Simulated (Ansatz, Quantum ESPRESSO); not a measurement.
## YbAl2 (Fd-3m, 6 atoms in the cell) computed with different codes at matched settings

Self-consistent single point.

```
YbAl2
1.0
    0.00000     3.92553     3.92553
    3.92553     0.00000     3.92553
    3.92553     3.92553     0.00000
Yb Al
2 4
Direct
  0.25000   0.25000   0.25000
  0.00000   0.00000   0.00000
  0.62500   0.12500   0.62500
  0.62500   0.62500   0.62500
  0.12500   0.62500   0.62500
  0.62500   0.62500   0.12500
```

Shared settings, as Ansatz (a quantum-chemistry and plane-wave program) writes them: kpoints.mp_grid.grid = 10 10 10; scf.occupations.method = fermi_dirac; scf.occupations.width = 0.05 eV. Potentials and cutoffs stand in the table.

```json
[
 {"code": "Ansatz", "model": "LDA (PW92), PAW files made with PBE", "pressure (GPa)": "-3.95", "cutoff": "420 eV"},
 {"code": "Quantum ESPRESSO", "model": "LDA (PZ), SSSP 1.1.2 efficiency (PBE) pseudopotentials", "pressure (GPa)": "-4.33", "cutoff": "50 Ry"}
]
```

On Ansatz's run: spin-orbit coupling is off. Spin polarisation is off.

The spread over the programs that give each value: pressure within 0.38 GPa.

Ansatz's pressure is given at a fixed set of plane waves, as the other plane-wave codes print theirs; with its correction for the finite basis it is -3.91 GPa. The same LDA comes in different parametrisations, which differ slightly.

The starting cell comes from a database of computed structures (which also holds hypothetical and non-ambient phases and stackings), without a prior relaxation at this level. Its lattice was rescaled by a random factor within 2.5 % of one.

Left out of this page: FLEUR (not drawn, or without a comparable value).

Keys are those of Ansatz 0.2.
